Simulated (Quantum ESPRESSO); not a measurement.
# Quick settings and what they miss: Cr (Im-3m, 2 atoms in the cell)

Self-consistent single point.

```yaml
crystal:
  lattice:
    - [3.02976, 0.00000, 0.00000]
    - [0.00000, 3.02976, 0.00000]
    - [0.00000, 0.00000, 3.02976]
  atoms:
    - { symbol: Cr, position: [0.00000, 0.00000, 0.00000], spin: 3.0 }
    - { symbol: Cr, position: [0.50000, 0.50000, 0.50000], spin: 3.0 }
```
(The spins are starting values, not results.)

Method of the run: PBE, PSlibrary ultrasoft (PBE) pseudopotentials (plane waves; Quantum ESPRESSO).

Base settings: ecutwfc = 55 Ry; ecutrho = 495 Ry; occupations = smearing; smearing = fd; degauss = 0.0073499 Ry; nspin = 2; potentials = {Cr: Cr.pbe-spn-rrkjus_psl.1.0.0.UPF}; K_POINTS = automatic 9 9 9 0 0 0; conv_thr = 1e-10 Ry; mixing_beta = 0.5.

Tight run (finer mesh or higher cutoff; not a proven limit): ecutwfc: 55 Ry → 77 Ry; ecutrho: 495 Ry → 693 Ry; conv_thr: 1e-10 Ry → 7.3e-11 Ry; K_POINTS: automatic 9 9 9 0 0 0 → automatic 13 13 13 0 0 0. It gave Fermi level (on the code's own zero) 15.66 eV; pressure -32.10 GPa; size of the cell's spin moment 0.00 μB.

Quick runs, as changes from the base:
- A: the base itself
- B: ecutwfc: 55 Ry → 38 Ry; ecutrho: 495 Ry → 342 Ry; degauss: 0.0073499 Ry → 0.0147 Ry; K_POINTS: automatic 9 9 9 0 0 0 → automatic 8 8 8 0 0 0
- C: degauss: 0.0073499 Ry → 0.0147 Ry; K_POINTS: automatic 9 9 9 0 0 0 → automatic 4 4 4 1 1 1
- D: ecutwfc: 55 Ry → 33 Ry; ecutrho: 495 Ry → 297 Ry; smearing: fd → gauss; degauss: 0.0073499 Ry → 0.0099958 Ry; K_POINTS: automatic 9 9 9 0 0 0 → automatic 1 1 1 1 1 1
- E: ecutwfc: 55 Ry → 33 Ry; ecutrho: 495 Ry → 297 Ry; pseudopotentials: {Cr: Cr.pbe-spn-rrkjus_psl.1.0.0.UPF} → {Cr: Cr.pz-spn-rrkjus_psl.1.0.0.UPF}; K_POINTS: automatic 9 9 9 0 0 0 → automatic 3 3 3 0 0 0 [LDA (PZ)]

Energies are extrapolated to zero smearing width, which holds to low order in the width alone (under cold and Methfessel-Paxton smearing the free energy itself is taken).

Dashes: energy of E, another energy zero.

† marks runs with another functional, U, potentials or spin treatment: their distance from the tight run is not a convergence error alone.

The count of work is k-points × plane waves × bands × iterations; it is no time. 

The starting cell comes from a database of computed structures (which also holds hypothetical and non-ambient phases and stackings), without a prior relaxation at this level. Its lattice was rescaled by a random factor within 2.5 % of one. The starting moments vanished: the run ended non-magnetic, which need not be the lowest state. In the base run, with a pressure of about -32 GPa the cell is away from its equilibrium volume at this level.

```csv
run,energy less tight (meV/atom),pressure less tight (GPa),count of work / tight
A,69.5,-0.38,0.19
B,582.1,-44.85,0.12
C,61.8,0.66,0.021
D,2417.6,-134.00,0.0020
E†,–,-161.26,0.0097
```

Among the runs at the tight run's level, the energy misses run from 61.8 to 2417.6 meV/atom.

Left out of this page: 1 run of the series outside the window shown, repeating another row's setting, or not comparable.
